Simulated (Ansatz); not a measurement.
## How the Voigt–Reuss–Hill shear modulus of AlB2-type ZrB2 moves with the method

No measured value is used here.

| level (code) | value (GPa) | cell (Å³/atom) |
|---|---|---|
| LDA (Ansatz) | ___ | 9.88 |
| PBE (Ansatz) | 232 | 10.28 |
| PBEsol (Ansatz) | 243 | 10.07 |
| r²SCAN (Ansatz) | 239 | 10.28 |

Q: Complete the blanks.

A: 
- LDA (Ansatz, an electronic-structure program), value (GPa): 251

Each level is taken at its own relaxed cell. Cutoffs differ between the levels. Ansatz's density-functional and Hartree–Fock values are scalar-relativistic unless marked +SOC, with PAW data made under PBE.
